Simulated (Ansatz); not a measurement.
System: Si-vacancy pair (Si on one host Mo site, one Mo site vacant) in bcc Mo (neutral cell). Level of theory: PBE, PAW (plane waves to 420 eV; Ansatz, an electronic-structure program).

36-site cell at the relaxed PBE lattice, a 2×2×3 k-point mesh shifted by half a step, smearing 0.10 eV, spin-restricted, no finite-size correction. No zero-point or tunnelling terms. Forms of the defect that were not tried may lie lower. The order of the sites in energy changes with the mesh.

Barriers: single points on a 3×3×5 k-point mesh shifted by half a step at the bands' geometries.

The step: a nearby Mo atom hops onto the vacant site (Si-vacancy distance between ideal sites 2.74 → 3.16 Å); the atom moves 2.67 Å along (0.49, 0.49, -0.48) of the unit cell; the moving atom starts with neighbours 2 Mo at 2.71, Mo at 2.73, 3 Mo at 2.75, Mo at 2.77, 2 Mo at 3.14, 2 Mo at 3.18; Si at 3.05, Si at 3.27 Å and ends with 4 Mo at 2.72, 2 Mo at 2.76, 2 Mo at 3.13, Mo at 3.14, 3 Mo at 3.18; Si at 2.73 Å.

Problem. Give the migration barrier of this step at the level PBE, PAW.

Solution. 1.09 eV forward and 1.12 eV backward. At the saddle the moving atom has neighbours 2 Mo at 2.63, Mo at 2.73, 2 Mo at 2.77, Mo at 3.14, 2 Mo at 3.23; Si at 2.65 Å. The saddle point's order was not checked, and it lies on a symmetry element of the cell, where a band can be held.
